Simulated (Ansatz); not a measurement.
Base system: SrZrO₃ in the cubic perovskite structure (space group Pm-3m, No. 221; a = 4.130 Å).

The change: cell and atoms relaxed at a pressure of 5 GPa.

Levels (all Ansatz, a quantum-chemistry and plane-wave program, PAW): PBEsol (420 eV, spin-orbit coupling left out); PBEsol+SOC (420 eV, spin-orbit coupling included).

The geometry is relaxed with PBEsol.

```
Quantity           Value
---------------  -------
PBEsol band gap  3.36 eV
```

**Question.** Predict the hole mass, band gap and electron mass from PBEsol+SOC.

**Answer.** The hole mass (degenerate bands, along [100]) comes out as 0.65, 1.7 mₑ (at R); the band gap drops by 0.03 eV, from 3.36 eV to 3.33 eV; the electron mass (degenerate bands, along [100]) amounts to 0.34, 0.79 mₑ (at Γ).

Single points use the geometry relaxed with PBEsol. Differences between runs with and without spin-orbit coupling are approximate. Load acts through the strain it causes; cell and atoms are relaxed under it. Effective masses come from finite differences of ±0.01 Å⁻¹. No phonon test of stability was made. No other phases were tried under pressure. Many cubic perovskites are stable only at high temperature; tilts and polar distortions were not tested.
